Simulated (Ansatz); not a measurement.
Abridged Ansatz (a program for electronic structure) output:

```
Pseudopotential: Sc, paw, valence charge 11
Pseudopotential: Al, paw, valence charge 3
Crystal: 2 atoms, lattice volume = 37.419 Å³
Basis set: ecut = 420 eV, 739 PW (Γ), exchange–correlation on 48×48×48 points (8 copies of the dense FFT grid, shifted against one another)
Bands: 11, of which v1, the nominal top of the filled ones, is band 7 counted from 1 (6 counted from 0)
Symmetry: 48 space group operations
k-points: 120 of 2744
Functional: x = pbesol(κ = 0.804, μ = 0.12345679012345678), c = pbesol(β = 0.046)
SCF iter   1: F=—  HF=-2636.855316 eV  |F-HF|=—  |Δ(HF+E_count)|=         —  Δρ=2.57e-3  dr2=3.53e-3  ethr=1.77e-3  ⟨swp⟩=5.0  Hψ=7039  notcnv=0
SCF iter   2: F=—  HF=-2636.854278 eV  |F-HF|=—  |Δ(HF+E_count)|=   1.04e-3  Δρ=1.59e-3  dr2=1.48e-3  ethr=2.52e-5  ⟨swp⟩=1.0  Hψ=2283  notcnv=0
SCF 1 converged in 8 iterations: F = -2636.853762 eV  dr2 = 9.39e-13
SCF converged after 8 iterations
Free energy (F): -2636.853762 eV
Internal energy: -2636.847133 eV  (E = F + TS)
E sigma→0 (E₀):  -2636.850448 eV
Entropy (-TS):   -0.006629 eV (-3.315 meV/atom)
Fermi energy:    9.809722 eV
--- Forces (eV/Å), atoms counted from 1 ---
  atom   1  Sc     0.00000000    -0.00000000     0.00000000
  atom   2  Al    -0.00000000     0.00000000     0.00000000
--- Stress (GPa, compression-positive) ---
       -0.006234      -0.000000       0.000000
       -0.000000      -0.006234       0.000000
        0.000000       0.000000      -0.006234
  P = ⅓ Tr σ = -0.0062 GPa (-0.062 kbar)
```

Q: What was computed, and what are the main results?

A: ScAl, 2 atoms in the cell, with PBEsol in Ansatz (plane waves to 420 eV, PAW, spin-orbit coupling left out). The last SCF converged to F = -2636.853762 eV, or -1318.4269 eV per atom, at a pressure of -0.01 GPa. The total energy compares only with runs of the same code, potentials and settings.

Stability against distortions was not tested. All final runs are without spin polarisation. The cell is ScAl in the CsCl type structure (space group Pm-3m, No. 221; a cell from a computed database, its experimental status unchecked).
